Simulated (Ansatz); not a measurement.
An Ansatz (a program for electronic structure) run: Al2Cu; Kohn–Sham DFT with the PBE functional, run in Ansatz with PAW and 420 eV plane waves, no spin-orbit coupling.

Input:

Ansatz 0.2 input:
```yaml
crystal:
  lattice:
    - [-3.0297921513, 3.0297921513, 2.437255907]
    - [3.0297921513, -3.0297921513, 2.437255907]
    - [3.0297921513, 3.0297921513, -2.437255907]
  atoms:
    - { symbol: Al, position: [0.6582754095, 0.1582754095, 0.816550819] }
    - { symbol: Al, position: [0.8417245905, 0.6582754095, 0.5] }
    - { symbol: Al, position: [0.1582754095, 0.3417245905, 0.5] }
    - { symbol: Al, position: [0.3417245905, 0.8417245905, 0.183449181] }
    - { symbol: Cu, position: [0.25, 0.25, 0] }
    - { symbol: Cu, position: [0.75, 0.75, 0] }
basis: { ecutwfc: 420, ecutrho_ratio: 4, xc_grid: 2, fft_grid_basis: typed }
kpoints: { mp_grid: { grid: [12, 12, 12] } }
hamiltonian:
  xc: pbe
  dispersion: none
  pseudopotentials: { kind: paw }
scf: { occupations: { method: fermi_dirac, width: 0.05 }, convergence: { dr2_threshold: 0.0000000006 } }
output: { forces: true, stress: true }
checkpoint: { write: state.ck, write_every: 1000 }
```

Output (explanatory and most iteration lines left out):

```
Pseudopotential: Al, paw, valence charge 3
Pseudopotential: Cu, paw, valence charge 19
Crystal: 6 atoms, lattice volume = 89.493 Å³
Basis set: ecut = 420 eV, 1713 PW (Γ), exchange–correlation on 72×72×72 points (8 copies of the dense FFT grid, shifted against one another)
Bands: 31, of which v1, the nominal top of the filled ones, is band 25 counted from 1 (24 counted from 0)
Symmetry: 16 space group operations
Space group: I4/mcm (ITA 140), of the structure as read, at distance tolerance 4.5e-5 Å
k-points: 163 of 1728
Functional: x = pbe(κ = 0.804, μ = 0.2195149727645171), c = pbe(β = 0.06672455060314922)
SCF iter   1: F=—  HF=-15401.339484 eV  |F-HF|=—  |Δ(HF+E_count)|=         —  Δρ=5.02e-3  dr2=1.86e-2  ethr=1.77e-3  ⟨swp⟩=8.0  Hψ=25435  notcnv=0  defer=12
SCF iter   2: F=—  HF=-15401.338397 eV  |F-HF|=—  |Δ(HF+E_count)|=   1.09e-3  Δρ=1.21e-3  dr2=1.27e-3  ethr=3.73e-5  ⟨swp⟩=2.0  Hψ=8850  notcnv=0  defer=78
SCF 1 converged in 8 iterations: F = -15401.337884 eV  dr2 = 4.58e-10
SCF converged after 8 iterations
Free energy (F): -15401.337884 eV
Internal energy: -15401.321104 eV  (E = F + TS)
E sigma→0 (E₀):  -15401.329494 eV
Entropy (-TS):   -0.016780 eV (-2.797 meV/atom)
Fermi energy:    10.331789 eV
--- Forces (eV/Å), atoms counted from 1 ---
  atom   1  Al     0.00000954     0.00000954     0.00000000
  atom   2  Al     0.00000954    -0.00000954    -0.00000000
  atom   3  Al    -0.00000954     0.00000954    -0.00000000
  atom   4  Al    -0.00000954    -0.00000954     0.00000000
  atom   5  Cu     0.00000000    -0.00000000     0.00000000
  atom   6  Cu     0.00000000     0.00000000     0.00000000
--- Stress (GPa, compression-positive) ---
       -0.002390       0.000000       0.000000
        0.000000      -0.002390       0.000000
        0.000000       0.000000       0.001678
  P = ⅓ Tr σ = -0.0010 GPa (-0.010 kbar)
```

Whether these cells are dynamically stable was not tested. The final runs are not spin-polarised. The cell is Al2Cu (space group I4/mcm, No. 140).
